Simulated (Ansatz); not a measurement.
Results of LDA in Ansatz (plane waves, PAW) for SiO2 (P4₃2₁2, No. 96).

Settings: plane-wave cutoff 520 eV, 8×8×6 k mesh (along the axes of the cell as run), Fermi–Dirac smearing 0.01 eV, scalar-relativistic PAW data made under PBE.

Cell (relaxed at this level):

```yaml
crystal:
  lattice:
    - [4.94429, 0.00000, 0.00000]
    - [0.00000, 4.94429, 0.00000]
    - [0.00000, 0.00000, 6.87009]
  atoms:
    - { symbol: Si, position: [0.19567, 0.19567, 0.00000] }
    - { symbol: Si, position: [0.30433, 0.69567, 0.75000] }
    - { symbol: Si, position: [0.80433, 0.80433, 0.50000] }
    - { symbol: Si, position: [0.69567, 0.30433, 0.25000] }
    - { symbol: O, position: [0.61325, 0.73732, 0.68331] }
    - { symbol: O, position: [0.76268, 0.11325, 0.43331] }
    - { symbol: O, position: [0.38675, 0.26268, 0.18331] }
    - { symbol: O, position: [0.23732, 0.88675, 0.93331] }
    - { symbol: O, position: [0.11325, 0.76268, 0.56669] }
    - { symbol: O, position: [0.26268, 0.38675, 0.81669] }
    - { symbol: O, position: [0.88675, 0.23732, 0.06669] }
    - { symbol: O, position: [0.73732, 0.61325, 0.31669] }
```

Task: Give the computed band gap.

Result: 
* **band gap**: 5.55 eV (direct)

The computed numbers hold no vibrational or temperature effects.

Ansatz is a quantum-chemistry and plane-wave program.
